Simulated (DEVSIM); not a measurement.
Structure: Co/HfO2/SiO2/p-Si capacitor, at 400 K.

| layer (left to right) | material | thickness (nm) | Na (cm⁻³) |
|---|---|---|---|
| 1 | HfO2 | 4.20 | - |
| 2 | SiO2 | 0.990 | - |
| 3 | Si | 1100 | 2.8e17 |

Metal gate on the left, work function 5 eV. Fixed charge at the semiconductor interface -6.6e10 cm⁻² (in units of +e); no interface traps.

The device is made up for the run: typed textbook-type constants, with dimensions and the other settings drawn at random. Values at 300 K; Nc and Nv go as T^1.5, mobilities as T to minus their exponent, the gap by Varshni's rule with the affinity fixed.

```
parameter         HfO2  SiO2        Si
----------------  ----  ----  --------
gap (eV)           5.7     9     1.124
affinity (eV)      2.5   0.9      4.05
permittivity        22   3.9      11.7
Nc (cm⁻³)            -     -   2.86e19
Nv (cm⁻³)            -     -    3.1e19
Varshni α (eV/K)     -     -  0.000473
Varshni β (K)        -     -       636
```

DEVSIM, 1D Poisson equation in equilibrium, Boltzmann statistics, complete ionisation; no quantum confinement or tunnelling. Metal contacts follow the ideal Schottky-Mott rule: no Fermi-level pinning, no interface dipoles.

Question: Tabulate band edges, carrier densities and field at 0.6 V on the gate.

Answer: Energies count from the Fermi level of the right contact; mesh points crowd at the junctions.

```json
[
 {"x (μm)": "0.000", "Ec (eV)": "1.900", "Ev (eV)": "-3.800", "n (cm⁻³)": "< 1e2", "p (cm⁻³)": "< 1e2", "field (V/cm)": "110000"},
 {"x (μm)": "0.0009766", "Ec (eV)": "1.911", "Ev (eV)": "-3.789", "n (cm⁻³)": "< 1e2", "p (cm⁻³)": "< 1e2", "field (V/cm)": "110000"},
 {"x (μm)": "0.002239", "Ec (eV)": "1.924", "Ev (eV)": "-3.776", "n (cm⁻³)": "< 1e2", "p (cm⁻³)": "< 1e2", "field (V/cm)": "110000"},
 {"x (μm)": "0.003477", "Ec (eV)": "1.938", "Ev (eV)": "-3.762", "n (cm⁻³)": "< 1e2", "p (cm⁻³)": "< 1e2", "field (V/cm)": "110000"},
 {"x (μm)": "0.004546", "Ec (eV)": "3.567", "Ev (eV)": "-5.433", "n (cm⁻³)": "< 1e2", "p (cm⁻³)": "< 1e2", "field (V/cm)": "610000"},
 {"x (μm)": "0.004990", "Ec (eV)": "3.594", "Ev (eV)": "-5.406", "n (cm⁻³)": "< 1e2", "p (cm⁻³)": "< 1e2", "field (V/cm)": "610000"},
 {"x (μm)": "0.005959", "Ec (eV)": "0.470", "Ev (eV)": "-0.626", "n (cm⁻³)": "5.3e13", "p (cm⁻³)": "6.1e11", "field (V/cm)": "190000"},
 {"x (μm)": "0.009007", "Ec (eV)": "0.526", "Ev (eV)": "-0.571", "n (cm⁻³)": "1.0e13", "p (cm⁻³)": "3.1e12", "field (V/cm)": "180000"},
 {"x (μm)": "0.01416", "Ec (eV)": "0.611", "Ev (eV)": "-0.485", "n (cm⁻³)": "8.8e11", "p (cm⁻³)": "3.6e13", "field (V/cm)": "150000"},
 {"x (μm)": "0.02464", "Ec (eV)": "0.749", "Ev (eV)": "-0.348", "n (cm⁻³)": "1.6e10", "p (cm⁻³)": "2.0e15", "field (V/cm)": "110000"},
 {"x (μm)": "0.04598", "Ec (eV)": "0.889", "Ev (eV)": "-0.207", "n (cm⁻³)": "2.8e8", "p (cm⁻³)": "1.2e17", "field (V/cm)": "29000"},
 {"x (μm)": "0.1159", "Ec (eV)": "0.919", "Ev (eV)": "-0.177", "n (cm⁻³)": "1.2e8", "p (cm⁻³)": "2.8e17", "field (V/cm)": "16"},
 {"x (μm)": "0.2317", "Ec (eV)": "0.919", "Ev (eV)": "-0.177", "n (cm⁻³)": "1.2e8", "p (cm⁻³)": "2.8e17", "field (V/cm)": "≈ 0"},
 {"x (μm)": "0.4673", "Ec (eV)": "0.919", "Ev (eV)": "-0.177", "n (cm⁻³)": "1.2e8", "p (cm⁻³)": "2.8e17", "field (V/cm)": "≈ 0"},
 {"x (μm)": "0.8445", "Ec (eV)": "0.919", "Ev (eV)": "-0.177", "n (cm⁻³)": "1.2e8", "p (cm⁻³)": "2.8e17", "field (V/cm)": "≈ 0"},
 {"x (μm)": "0.9777", "Ec (eV)": "0.919", "Ev (eV)": "-0.177", "n (cm⁻³)": "1.2e8", "p (cm⁻³)": "2.8e17", "field (V/cm)": "≈ 0"},
 {"x (μm)": "1.043", "Ec (eV)": "0.919", "Ev (eV)": "-0.177", "n (cm⁻³)": "1.2e8", "p (cm⁻³)": "2.8e17", "field (V/cm)": "≈ 0"},
 {"x (μm)": "1.075", "Ec (eV)": "0.919", "Ev (eV)": "-0.177", "n (cm⁻³)": "1.2e8", "p (cm⁻³)": "2.8e17", "field (V/cm)": "≈ 0"},
 {"x (μm)": "1.094", "Ec (eV)": "0.919", "Ev (eV)": "-0.177", "n (cm⁻³)": "1.2e8", "p (cm⁻³)": "2.8e17", "field (V/cm)": "≈ 0"},
 {"x (μm)": "1.100", "Ec (eV)": "0.919", "Ev (eV)": "-0.177", "n (cm⁻³)": "1.2e8", "p (cm⁻³)": "2.8e17", "field (V/cm)": "≈ 0"},
 {"x (μm)": "1.103", "Ec (eV)": "0.919", "Ev (eV)": "-0.177", "n (cm⁻³)": "1.2e8", "p (cm⁻³)": "2.8e17", "field (V/cm)": "≈ 0"},
 {"x (μm)": "1.105", "Ec (eV)": "0.919", "Ev (eV)": "-0.177", "n (cm⁻³)": "1.2e8", "p (cm⁻³)": "2.8e17", "field (V/cm)": "≈ 0"}
]
```
